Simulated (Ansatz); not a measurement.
The reference is Be in the hcp (Mg type) structure (space group P6_3/mmc, No. 194; relaxed with 0.1 eV smearing).

```xyz
2
Lattice="2.2552 0.0000 0.0000 -1.1276 1.9530 0.0000 0.0000 0.0000 3.5580" Properties=species:S:1:pos:R:3 pbc="T T T"
Be     1.1276     0.6510     2.6685
Be     0.0000     1.3020     0.8895
```

Cartesian axes are those of the cell as printed.

Computed with Ansatz (a first-principles code) PBEsol, scalar-relativistic without spin-orbit coupling.

It is then changed as follows: every lattice vector is shortened by 2.50 %, atoms relaxed at fixed cell.

**Question.** Predict the stress tensor and what it implies for the stiffness.

**Answer.** Stress of the strained cell less that of the base (GPa, compression positive):
```
   10.2     0.0     0.0
    0.0    10.2     0.0
    0.0     0.0    11.6
```

Then B = −ΔP/(ΔV/V₀) with ΔV/V₀ = -0.0731 gives secant stiffness values (nonlinear terms included at this strain): B (at held cell shape, above the free-shape value) ≈ 146 GPa.

As a check, the harmonic strain energy −½ V₀ Δσ:ε is 20 meV/atom; the computed energy rise is 18 meV/atom.

Whether these cells are dynamically stable was not tested.
